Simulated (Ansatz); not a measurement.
TiZnO3 (R3c, No. 161, 10 atoms in the cell; start mp-1078470), treated with PBEsol in Ansatz (plane waves, PAW).

Settings: plane-wave cutoff 520 eV, 8×8×8 k mesh, Fermi–Dirac smearing 0.01 eV, no spin polarisation, scalar-relativistic PAW data made under PBE.

Cell (relaxed with PBEsol):

```
TiZnO3
1.0
    2.53530     1.46376     4.57228
   -2.53530     1.46376     4.57228
    0.00000    -2.92751     4.57228
Ti Zn O
2 2 6
Direct
  0.50025   0.50025   0.50025
  0.00025   0.00025   0.00025
  0.77998   0.77998   0.77998
  0.27998   0.27998   0.27998
  0.86365   0.21978   0.60684
  0.21978   0.60684   0.86365
  0.60684   0.86365   0.21978
  0.36365   0.10684   0.71978
  0.71978   0.36365   0.10684
  0.10684   0.71978   0.36365
```

Q: Predict the band gap and smallest direct gap on the k points sampled.

A: 
- band gap = 2.89 eV (indirect)
- smallest direct gap on the k points sampled = 2.93 eV

Static lattice: no zero-point or thermal effects.

It cost around 50 core-seconds (rough) of CPU time.

A start named mp-… is a Materials Project structure, which need not be a measured phase.

Ansatz is an electronic-structure program.
